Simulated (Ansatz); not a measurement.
Surface energy of faces of bcc Na in PBE and in RPBE, in Ansatz (plane waves, PAW). Symmetric slabs relaxed with PBE from ideal cuts in 1x1 cells (the lowest computed cut and spin start of each face; real faces may reconstruct in larger cells); RPBE values are single points on them, with the bulk at the same level. No spin-orbit coupling, no U.

```csv
face,PBE (J/m²),RPBE (J/m²)
(100),0.23,?
(110),0.21,0.18
(111),0.25,0.23
(210),0.22,0.20
(221),0.24,0.22
(320),0.22,0.20
```

**Question.** Fit a straight line y = a·x + b by least squares to the 5 complete rows (x: PBE (J/m²); y: RPBE (J/m²)).

**Answer.** the means are x̄ = 0.2280 and ȳ = 0.2060; Σ(x − x̄)² = 0.0010800 and Σ(x − x̄)(y − ȳ) = 0.0012600, so a = 1.167 and b = ȳ − a·x̄ = -0.060. The largest residual is 0.005.

**Question.** What does the line predict for the withheld row, (100), and what did the calculation give?

**Answer.** the line gives 0.21; the calculation gave 0.20, a miss of -0.01, of the size of the fitted rows' scatter and rounding.

Ansatz is a program for electronic structure.
